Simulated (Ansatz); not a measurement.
## Rh: response to strain

Take Rh in the fcc (Cu type) structure (space group Fm-3m, No. 225; a = 3.802 Å; relaxed with 0.1 eV smearing) as the base. Axes: x, y, z lie along the cube axes.

Strains are applied to the cell and any free atomic positions relax; under biaxial strain the out-of-plane vector relaxes too.

Level of theory: plane-wave PAW DFT at the r2SCAN level (Ansatz, a quantum-chemistry and plane-wave program, 500 eV), scalar-relativistic without spin-orbit coupling.

Notes on the quantities. energy relative to the base: free energy F.

```tsv
case	energy relative to the base	ratio −ε⊥/ε∥
base	0 meV/atom	–
biaxial strain −2.50 %, plane normal [111], relaxed out of plane	+36 meV/atom	0.58
biaxial strain −2.08 %, plane normal [111], relaxed out of plane	[?]	0.57
biaxial strain −1.67 %, plane normal [111], relaxed out of plane	+15 meV/atom	0.57
biaxial strain −1.25 %, plane normal [111], relaxed out of plane	+8.5 meV/atom	0.57
biaxial strain −0.83 %, plane normal [111], relaxed out of plane	+3.7 meV/atom	0.56
biaxial strain −0.42 %, plane normal [111], relaxed out of plane	+0.9 meV/atom	–
```

**Question.** Some entries are withheld; estimate them.

**Answer.** 
- biaxial strain −2.08 %, plane normal [111], relaxed out of plane, energy relative to the base: +24 meV/atom

No phonon test of stability was made. The final runs are not spin-polarised.
